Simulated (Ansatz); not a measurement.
# A computed series for Mg2Sn: response to strain

Base system: Mg$_{2}$Sn (space group Fm-3m, No. 225; a = 6.747 Å; relaxed with 0.1 eV smearing). Axes: x, y, z lie along the cube axes.

Strains are applied to the cell and any free atomic positions relax; under biaxial strain the out-of-plane vector relaxes too.

Calculations: PBEsol/PAW in Ansatz (an electronic-structure program), no spin-orbit coupling.

Candidates:
(a) biaxial strain +4.98 %, plane normal [111], relaxed out of plane
(b) biaxial strain −3.56 %, plane normal [001], relaxed out of plane
(c) biaxial strain +0.79 %, plane normal [001], relaxed out of plane
(d) biaxial strain −0.53 %, plane normal [111], relaxed out of plane

Question: Order them by out-of-plane strain, highest first.

Answer: (b) biaxial strain −3.56 %, plane normal [001], relaxed out of plane (+2.61 %), (d) biaxial strain −0.53 %, plane normal [111], relaxed out of plane (+0.30 %), (c) biaxial strain +0.79 %, plane normal [001], relaxed out of plane (-0.58 %), (a) biaxial strain +4.98 %, plane normal [111], relaxed out of plane (-2.53 %)

No phonon test of stability was made.
